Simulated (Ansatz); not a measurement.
Take SiC (space group P6_3mc, No. 186; a = 3.078 Å, c = 10.077 Å) as the base. Axes: x lies along a and z along c of the hexagonal cell.

Level of theory: Kohn–Sham DFT with the r2SCAN functional, run in Ansatz (a quantum-chemistry and plane-wave program) with PAW and 500 eV plane waves, no spin-orbit coupling, earlier PAW set.

Before the change:

The pressure is 0.00 GPa, the band gap is 2.60 eV and the valence-band top at Γ comes out as 0.00, 0.00, -0.05 eV.

Perturbation: tensor shear ε_xz = +1.93 % (engineering shear γ = 0.0386), atoms relaxed at fixed cell.

Q: How does this affect the pressure, band gap and valence-band top at Γ?

A: The pressure (mean of the normal stresses, compression positive) goes from zero to 0.06 GPa; the band gap falls by 0.193 eV, from 2.60 eV to 2.40 eV; the valence-band top at Γ (three highest levels, from the VBM) goes from 0.00, 0.00, -0.05 eV to 0.00, -0.13, -0.31 eV.

The cells carry an imposed strain or load. No phonon test of stability was made.
